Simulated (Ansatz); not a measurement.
# SiC (model structure, started from the GeS type, Pnma, No. 62, 8 atoms in the cell)

All values below come from PBEsol in Ansatz (PAW).

Run with plane-wave cutoff 520 eV, 8×18×16 k mesh (along the axes of the cell as run), Fermi–Dirac smearing 0.05 eV, scalar-relativistic PAW data made under PBE.

Cell (relaxed at this level):

```
CSi
1.0
    5.81152     0.00000     0.00000
    0.00000     3.12531     0.00000
    0.00000     0.00000     5.19020
Si C
4 4
Direct
  0.15936   0.25000   0.40402
  0.34064   0.75000   0.90402
  0.84064   0.75000   0.59598
  0.65936   0.25000   0.09598
  0.82444   0.25000   0.39626
  0.67556   0.75000   0.89626
  0.17556   0.75000   0.60374
  0.32444   0.25000   0.10374
```

- band gap = 2.49 eV (indirect)
- smallest direct gap on the k points sampled = 3.01 eV
- direct gap at Γ = 3.02 eV

Note: the relaxation could raise the start's symmetry but not lower it, so the cell can be a saddle point.

The computed numbers hold no vibrational or temperature effects.

The result took around 90 core-seconds (rough).

A model structure was made by putting elements into a prototype or built by hand; it is no filed structure, need not be a known phase, and can be a saddle point held by its symmetry.

Ansatz is a first-principles code.
